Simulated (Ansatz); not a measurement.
Input for Zn(Ge,Si)P2 alloy cell Zn4GeP8Si3 (chalcopyrite start):

Ansatz 0.2 input:
```yaml
crystal:
  lattice:
    - [5.440195817, 0.000000005, 0.000000006]
    - [0.000000005, 5.440195809, -0.000000003]
    - [0.000000012, -0.000000007, 10.621942639]
  atoms:
    - { symbol: Zn, position: [-0.000000008, -0.000000011, -0.002184509] }
    - { symbol: Zn, position: [0.499999999, 0.499999992, 0.502184508] }
    - { symbol: Zn, position: [0.000000012, 0.499999988, 0.249999997] }
    - { symbol: Zn, position: [0.50000001, -0.000000014, 0.749999968] }
    - { symbol: Si, position: [0.000000004, -0.000000006, 0.502357581] }
    - { symbol: Si, position: [0.499999994, 0.500000008, -0.002357583] }
    - { symbol: Ge, position: [0.500000008, 0.000000013, 0.250000004] }
    - { symbol: Si, position: [-0.000000022, 0.5, 0.750000019] }
    - { symbol: P, position: [0.230779915, 0.250695887, 0.625459687] }
    - { symbol: P, position: [0.73961949, 0.740288728, 0.120149813] }
    - { symbol: P, position: [0.750695947, 0.269220103, 0.87454031] }
    - { symbol: P, position: [0.240288699, 0.760380522, 0.37985019] }
    - { symbol: P, position: [0.260380524, 0.259711288, 0.120149819] }
    - { symbol: P, position: [0.769220085, 0.749304113, 0.625459692] }
    - { symbol: P, position: [0.759711275, 0.239619482, 0.379850183] }
    - { symbol: P, position: [0.249304069, 0.730779908, 0.874540324] }
basis:
  ecutwfc: 420
  ecutrho_ratio: 4
  xc_grid: 2
kpoints:
  mp_grid: { grid: [4, 4, 2] }
hamiltonian:
  xc: pbe
  dispersion: none
  pseudopotentials: { kind: paw }
scf:
  n_extra_bands: 12
  occupations: { method: fermi_dirac, width: 0.01 }
output:
  forces: true
  stress: true
  eigenstates:
    kpoints:
      - [0.0, 0.0, 0.0]
      - [0.0, -0.5, -0.5]
      - [-0.5, 0.0, -0.5]
      - [-0.5, -0.5, 0.0]
    e_range: [-4.0, 6.0]
    localisation: true
relax:
  f_tol: 0.03
  max_steps: 90
  cell: { stress_tol: 0.15 }
```

Method: PBE (plane waves to 420 eV, PAW; Ansatz, a program for electronic structure). Scalar-relativistic, without spin–orbit coupling. Its k-point mesh 4×4×2, Fermi–Dirac width 0.01 eV.

### Question
What does the end of the output print (band table and long remarks left out, numbers rounded to eight decimals)?

### Answer
```
SCF converged after 5 iterations
Free energy (F): -25528.871863 eV
Harris-Foulkes:  -25528.871863 eV  (|F-HF|=1.27e-10)
Internal energy: -25528.871863 eV  (E = F + TS)
E sigma→0 (E₀):  -25528.871863 eV
Fermi energy:    7.379638 eV
--- Per-component energies (eV) ---
  E_band       = -82.885711
  E_kinetic    = 1319.701806
  E_local      = -11764.895279  (includes V_loc(G=0)·N_el)
  E_nonlocal   = 3210.002082
  E_hartree    = 5002.189351
  E_xc         = -1284.727621
  E_vxc        = -902.452976  (∫ρ·V_xc dr)
  E_paw        = -15413.524765  (= ΣΔE_a)
  E_vpaw       = -1949.617595  (= ΣTr[D̂ρ^β])
  E_aug_tail   = -0.001077  (compensation charges beyond the density's cutoff)
  E_ewald      = -6597.616360
  E_smearing   = 0.000000  (= −TS)
  E_closure    = 0.000000  (closes the sum)
  Σ components = -25528.871863   (vs F -25528.871863, Δ=0.00e0)
--- Forces (eV/Å), atoms counted from 1 ---
  atom   1  Zn    0.00000000     0.00000000    -0.00276877
  atom   2  Zn     0.00000000    0.00000000     0.00276877
  atom   3  Zn     0.00000000     0.00000000    0.00000000
  atom   4  Zn     0.00000000     0.00000000    0.00000000
  atom   5  Si     0.00000000    0.00000000     0.00293698
  atom   6  Si    0.00000000     0.00000000    -0.00293698
  atom   7  Ge     0.00000000     0.00000000    0.00000000
  atom   8  Si     0.00000000     0.00000000    0.00000000
  atom   9  P      0.00372702     0.00407844    -0.00176289
  atom  10  P      0.00874620     0.00049791    -0.00182005
  atom  11  P      0.00407844    -0.00372702     0.00176289
  atom  12  P      0.00049791    -0.00874620     0.00182005
  atom  13  P     -0.00874620    -0.00049791    -0.00182005
  atom  14  P     -0.00372702    -0.00407844    -0.00176289
  atom  15  P     -0.00049791     0.00874620     0.00182005
  atom  16  P     -0.00407844     0.00372702     0.00176289
  max |Σ_I F_I| component: 6.94e-18 eV/Å
--- Stress (GPa, compression-positive) ---
        0.007981      0.000000      0.000000
        0.000000       0.007981       0.000000
       0.000000       0.000000      -0.021005
  P = ⅓ Tr σ = -0.0017 GPa (-0.017 kbar)
--- Relaxed structure (3 steps of the walk, 3 accepted, 1 SCFs on fresh bases) ---
  F+E_penalty+E_count = -25528.87186283 eV   max|allowed force component| = 8.746e-3 eV/Å   (the final SCF, on the basis selected at the relaxed cell)
  cell:  # Å, volume = 314.0189 Å³
    - [5.43899216, 0.0, 0.0]
    - [0.0, 5.43899216, 0.0]
    - [0.0, 0.0, 10.61497311]
  atoms:
    - { symbol: Zn, position: [0.0, 0.0, -0.00289419] }
    - { symbol: Zn, position: [0.50000000, 0.50000000, 0.50289419] }
    - { symbol: Zn, position: [0.0, 0.5, 0.25000000] }
    - { symbol: Zn, position: [0.50000000, 0.0, 0.75000000] }
    - { symbol: Si, position: [0.0, 0.0, 0.50227673] }
    - { symbol: Si, position: [0.50000000, 0.50000000, -0.00227673] }
    - { symbol: Ge, position: [0.5, 0.0, 0.25000000] }
    - { symbol: Si, position: [0.0, 0.50000000, 0.75000000] }
    - { symbol: P, position: [0.23267418, 0.24916097, 0.62641801] }
    - { symbol: P, position: [0.73917328, 0.74382825, 0.12062722] }
    - { symbol: P, position: [0.74916097, 0.26732582, 0.87358199] }
    - { symbol: P, position: [0.24382825, 0.76082672, 0.37937278] }
    - { symbol: P, position: [0.26082672, 0.25617175, 0.12062722] }
    - { symbol: P, position: [0.76732582, 0.75083903, 0.62641801] }
    - { symbol: P, position: [0.75617175, 0.23917328, 0.37937278] }
    - { symbol: P, position: [0.25083903, 0.73267418, 0.87358199] }
```

Cost: around 50 core-seconds (rough).
